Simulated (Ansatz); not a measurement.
System: O vacancy in alpha Ga2O3 (charge state +2). Level of theory: PBE, PAW (plane waves to 420 eV; Ansatz, an electronic-structure program).

120-site cell at the relaxed PBE lattice, the Γ point alone, smearing 0.01 eV, spin-restricted, no finite-size correction. Static, classical nuclei. The host's phase is taken as given; its stability against other phases was not computed. The charge state is imposed; whether it is stable for some Fermi level was not computed. Forms of the defect that were not tried may lie lower.

Barriers: single points on a 2×2×2 k-point mesh shifted by half a step along c at the bands' geometries (they differ from the bands' own by up to 0.05 eV, and are uncertain by about as much).

Relaxed starting cell (atoms counted from 1):

```
CELL_PARAMETERS angstrom
     10.11566     0.00000     0.00000
     -5.05783     8.76042     0.00000
      0.00000     0.00000    13.62337
ATOMIC_POSITIONS crystal
  Ga 0.99807 0.99907 0.35643
  Ga 0.99199 0.48772 0.35712
  Ga 0.51001 0.99557 0.36451
  Ga 0.49800 0.49926 0.35618
  Ga 0.33146 0.19162 0.17526
  Ga 0.33074 0.67022 0.19039
  Ga 0.83545 0.16828 0.18901
  Ga 0.83355 0.66568 0.18827
  Ga 0.16792 0.33441 0.31202
  Ga 0.13985 0.80845 0.32504
  Ga 0.66056 0.32990 0.30990
  Ga 0.66724 0.83184 0.31126
  Ga 0.33229 0.16447 0.47672
  Ga 0.33152 0.66421 0.47765
  Ga 0.83651 0.16622 0.48099
  Ga 0.82790 0.66241 0.47976
  O  0.34818 0.50291 0.24936
  O  0.84853 0.00006 0.25014
  O  0.84532 0.49719 0.25092
  O  0.15432 0.15330 0.24891
  O  0.14882 0.65218 0.25156
  O  0.64077 0.14470 0.24871
  O  0.65138 0.65224 0.24931
  O  0.31757 0.33195 0.41630
  O  0.31598 0.83384 0.41237
  O  0.81102 0.32513 0.41693
  O  0.81795 0.83005 0.41655
  O  0.16478 0.48305 0.41683
  O  0.16596 0.98079 0.41305
  O  0.66278 0.47988 0.41663
  O  0.67297 0.98333 0.41849
  O  0.01545 0.18049 0.41654
  O  0.00762 0.66918 0.42229
  O  0.50478 0.17141 0.40867
  O  0.51395 0.68202 0.41543
  O  0.99920 0.34786 0.25096
  O  0.00107 0.84680 0.25139
  O  0.49671 0.34793 0.24872
  O  0.49618 0.85538 0.25157
  Ga 0.33403 0.16616 0.68895
  Ga 0.33448 0.66664 0.68955
  Ga 0.83410 0.16642 0.69059
  Ga 0.83367 0.66578 0.69101
  Ga 0.16778 0.33220 0.52327
  Ga 0.16585 0.83257 0.53018
  Ga 0.66815 0.33332 0.52419
  Ga 0.66688 0.83168 0.52418
  Ga 0.00035 0.99987 0.64497
  Ga 0.00003 0.49869 0.64530
  Ga 0.50075 0.99944 0.64503
  Ga 0.49946 0.49786 0.64387
  Ga 0.16795 0.33434 0.80925
  Ga 0.16793 0.83394 0.81134
  Ga 0.66788 0.33346 0.81071
  Ga 0.66775 0.83370 0.80967
  O  0.18189 0.16418 0.58208
  O  0.18239 0.66583 0.58321
  O  0.68019 0.16501 0.58252
  O  0.68098 0.66478 0.58330
  O  0.48479 0.31579 0.58168
  O  0.48412 0.81821 0.58154
  O  0.98547 0.31754 0.58356
  O  0.98421 0.81776 0.58393
  O  0.15302 0.00006 0.75014
  O  0.15219 0.50078 0.74997
  O  0.65205 0.00006 0.75013
  O  0.65147 0.49935 0.75031
  O  0.00135 0.15206 0.74998
  O  0.00125 0.65200 0.75099
  O  0.50059 0.15166 0.75035
  O  0.50128 0.65237 0.74963
  O  0.34931 0.34810 0.74928
  O  0.34899 0.84843 0.74991
  O  0.84896 0.34772 0.75065
  O  0.84936 0.84805 0.75030
  O  0.33431 0.01437 0.58253
  O  0.33373 0.51436 0.58304
  O  0.83335 0.01392 0.58451
  O  0.83286 0.51381 0.58501
  Ga 0.16556 0.33769 0.02052
  Ga 0.16789 0.83564 0.02357
  Ga 0.66737 0.33590 0.02262
  Ga 0.67035 0.83389 0.01929
  Ga 0.00056 0.00025 0.85533
  Ga 0.00166 0.50225 0.85642
  Ga 0.50135 0.00066 0.85524
  Ga 0.50141 0.50143 0.85500
  Ga 0.33337 0.16755 0.97014
  Ga 0.33491 0.66679 0.97608
  Ga 0.83524 0.16842 0.97609
  Ga 0.83564 0.66790 0.97701
  Ga 0.99903 0.00104 0.14383
  Ga 0.99882 0.50086 0.14407
  Ga 0.51450 0.00454 0.13577
  Ga 0.50431 0.51236 0.14313
  O  0.01625 0.33532 0.91699
  O  0.01777 0.83593 0.91821
  O  0.51663 0.33430 0.91706
  O  0.51525 0.83511 0.91775
  O  0.31911 0.48629 0.91528
  O  0.32000 0.98573 0.91774
  O  0.81944 0.48574 0.91723
  O  0.81949 0.98618 0.91577
  O  0.48220 0.16628 0.08788
  O  0.48595 0.67496 0.08333
  O  0.98797 0.17006 0.08372
  O  0.98568 0.66816 0.08397
  O  0.33850 0.33090 0.07801
  O  0.33343 0.82871 0.09164
  O  0.83198 0.31809 0.08485
  O  0.83502 0.81962 0.08374
  O  0.18523 0.01932 0.08726
  O  0.18297 0.52024 0.08365
  O  0.68969 0.01678 0.08180
  O  0.68179 0.51707 0.08344
  O  0.16652 0.18235 0.91635
  O  0.16907 0.68432 0.91860
  O  0.66595 0.18189 0.91872
  O  0.66800 0.68258 0.91671
```
Cell charge +2.

End state 1 differs by these moves (Å; atoms that move under 0.08 Å are left out):

| atom | element | Δx | Δy | Δz |
|---|---|---|---|---|
| 2 | Ga | 0.03 | 0.13 | -0.01 |
| 3 | Ga | -0.21 | -0.04 | 0.00 |
| 4 | Ga | -0.06 | 0.08 | 0.01 |
| 5 | Ga | 0.20 | -0.19 | 0.21 |
| 7 | Ga | 0.26 | 0.01 | -0.19 |
| 10 | Ga | 0.13 | 0.22 | -0.19 |
| 11 | Ga | -0.06 | 0.27 | 0.21 |
| 16 | Ga | 0.02 | 0.09 | 0.00 |
| 22 | O | -2.13 | -1.23 | 0.04 |
| 25 | O | -0.02 | -0.05 | 0.08 |
| 26 | O | 0.00 | 0.08 | -0.05 |
| 30 | O | -0.07 | 0.12 | 0.08 |
| 31 | O | -0.12 | 0.11 | -0.13 |
| 33 | O | -0.01 | 0.12 | -0.08 |
| 34 | O | 0.08 | 0.12 | 0.05 |
| 39 | O | 0.07 | 0.04 | -0.04 |
| 45 | Ga | -0.01 | 0.01 | -0.08 |
| 46 | Ga | -0.01 | 0.01 | 0.08 |
| 80 | Ga | 0.09 | -0.02 | 0.00 |
| 88 | Ga | 0.00 | -0.02 | 0.08 |
| 90 | Ga | 0.01 | -0.01 | -0.08 |
| 92 | Ga | 0.13 | -0.04 | -0.01 |
| 94 | Ga | -0.14 | -0.16 | 0.00 |
| 95 | Ga | 0.04 | -0.09 | 0.01 |
| 104 | O | 0.14 | 0.01 | 0.05 |
| 106 | O | 0.10 | -0.07 | -0.08 |
| 108 | O | 0.06 | -0.12 | 0.08 |
| 109 | O | 0.04 | -0.16 | -0.13 |
| 112 | O | 0.07 | -0.04 | -0.05 |
| 114 | O | -0.06 | 0.01 | 0.08 |

**Question.** Give the forward and backward barriers to end state 1 at the level PBE, PAW.

**Answer.** forward 0.68 eV, backward 0.68 eV; at the saddle point atom 22 has neighbours 2 Ga at 1.91, 2 Ga at 2.25 Å. The saddle point's order was not checked, and it lies on a symmetry element of the cell, where a band can be held.

End state 2 differs by these moves (Å; atoms that move under 0.08 Å are left out):

```csv
atom,element,Δx,Δy,Δz
2,Ga,0.04,0.11,-0.02
3,Ga,0.00,-0.20,-0.31
5,Ga,0.17,-0.23,0.20
6,Ga,0.06,-0.08,-0.04
10,Ga,0.15,0.20,-0.20
11,Ga,0.14,0.12,-0.10
12,Ga,0.07,-0.06,-0.02
13,Ga,-0.26,0.00,0.20
15,Ga,-0.08,-0.02,-0.06
17,O,0.05,-0.06,0.01
19,O,0.07,0.08,-0.03
22,O,0.06,0.04,0.08
23,O,0.06,-0.07,0.01
29,O,-0.01,0.06,0.07
31,O,-0.09,-0.01,-0.04
33,O,0.02,0.11,-0.07
34,O,-0.67,-1.51,-2.11
38,O,0.09,-0.09,0.13
39,O,0.17,-0.13,-0.09
40,Ga,-0.01,0.00,0.11
44,Ga,-0.12,0.05,0.01
45,Ga,-0.01,0.00,-0.10
46,Ga,0.02,0.13,0.10
56,O,-0.11,0.07,0.09
58,O,-0.09,0.01,-0.10
62,O,-0.08,0.01,0.00
79,O,0.03,0.08,0.00
88,Ga,0.02,0.00,0.11
94,Ga,-0.12,-0.05,0.01
95,Ga,0.03,-0.10,-0.01
105,O,0.05,-0.08,-0.02
108,O,0.04,-0.11,0.10
109,O,0.06,-0.10,-0.12
```

**Question.** Give the forward and backward barriers to end state 2 at the level PBE, PAW.

**Answer.** forward 1.24 eV, backward 1.24 eV; at the saddle point atom 34 has neighbours Ga at 1.87, Ga at 2.11, Ga at 2.40 Å. The saddle point's order was not checked.

End state 3 differs by these moves (Å; atoms that move under 0.08 Å are left out):

```tsv
atom	element	Δx	Δy	Δz
2	Ga	0.07	0.15	0.00
3	Ga	0.03	0.27	-0.31
5	Ga	0.16	-0.19	0.19
10	Ga	0.03	0.27	-0.31
11	Ga	0.07	0.15	0.00
14	Ga	0.16	-0.19	0.19
19	O	0.05	0.10	-0.01
21	O	0.09	0.09	0.09
22	O	0.09	0.18	-0.05
25	O	-0.48	1.46	-2.15
26	O	0.05	0.10	-0.01
31	O	-0.09	0.04	-0.04
33	O	0.09	0.18	-0.05
34	O	0.09	0.09	0.09
37	O	-0.09	0.04	-0.04
41	Ga	0.00	0.00	0.10
44	Ga	0.01	-0.09	0.01
45	Ga	-0.11	-0.02	0.02
76	O	0.04	-0.08	-0.10
77	O	0.01	-0.10	0.08
88	Ga	0.00	0.00	0.10
94	Ga	-0.12	-0.02	0.02
95	Ga	0.01	-0.09	0.01
108	O	0.01	-0.10	0.08
109	O	0.04	-0.08	-0.10
```

**Question.** Give the forward and backward barriers to end state 3 at the level PBE, PAW.

**Answer.** forward 1.41 eV, backward 1.41 eV; at the saddle point atom 25 has neighbours 2 Ga at 1.76 Å. The saddle point's order was not checked, and it lies on a symmetry element of the cell, where a band can be held.

End state 4 differs by these moves (Å; atoms that move under 0.08 Å are left out):

```
atom  element     Δx     Δy     Δz
----  -------  -----  -----  -----
2          Ga   0.13   0.14   0.00
3          Ga  -0.10   0.03  -0.11
4          Ga   0.00   0.13   0.11
5          Ga   0.04  -0.45   0.00
10         Ga   0.14   0.22  -0.18
11         Ga   0.31   0.01   0.21
16         Ga   0.06   0.04  -0.03
17          O   0.11  -0.06  -0.01
22          O   0.09   0.08   0.04
23          O   0.00  -0.10   0.03
24          O   0.11   0.01  -0.10
26          O   0.14   0.12   0.07
28          O   0.10   0.02   0.00
33          O   0.04   0.11  -0.07
34          O   0.08   0.12   0.06
38          O   0.25  -3.04   0.00
39          O   0.08  -0.06  -0.02
45         Ga   0.01   0.03  -0.09
46         Ga   0.00   0.00   0.08
81         Ga  -0.01  -0.07  -0.04
92         Ga  -0.06  -0.08  -0.01
94         Ga  -0.12  -0.06   0.11
95         Ga  -0.07  -0.02  -0.10
108         O   0.04  -0.13   0.13
109         O   0.03  -0.10  -0.11
111         O  -0.05  -0.08  -0.01
112         O  -0.10  -0.10  -0.13
114         O  -0.08  -0.01   0.03
115         O  -0.04  -0.11   0.11
```

**Question.** Give the forward and backward barriers to end state 4 at the level PBE, PAW.

**Answer.** forward 1.98 eV, backward 1.98 eV; at the saddle point atom 38 has neighbours Ga at 1.79, Ga at 2.19 Å. The saddle point's order was not checked.
